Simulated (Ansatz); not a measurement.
The starting structures come from a database of crystals and need not be the phases stable at ambient conditions.

By PBEsol, the system below comes out a metal.

A figure of merit of an interconnect metal is its ballistic conductance per area.

Given:

```
Ni3Si
1.0
    3.46374     0.00000     0.00000
    0.00000     4.89847     0.00000
    0.00000     2.44923     2.44923
Si Ni
1 3
Cartesian
  0.00000   0.00000   0.00000
  1.73187   1.22462   1.22462
  1.73187   3.67385   1.22462
  0.00000   2.44923   0.00000
```

The cell is taken as given; by PBEsol it stands under a pressure of -0.6 GPa.

The current flows along the normal of the first two printed cell vectors, the (110) plane of the conventional cell. No spin-orbit coupling; the value is a mean over 0.1 eV about the Fermi level.

**Question.** Compute, with Ansatz (an electronic-structure program) with PBEsol, the ballistic conductance per area.

**Answer.** 0.27 × 10¹⁵ S/m² for both spins.
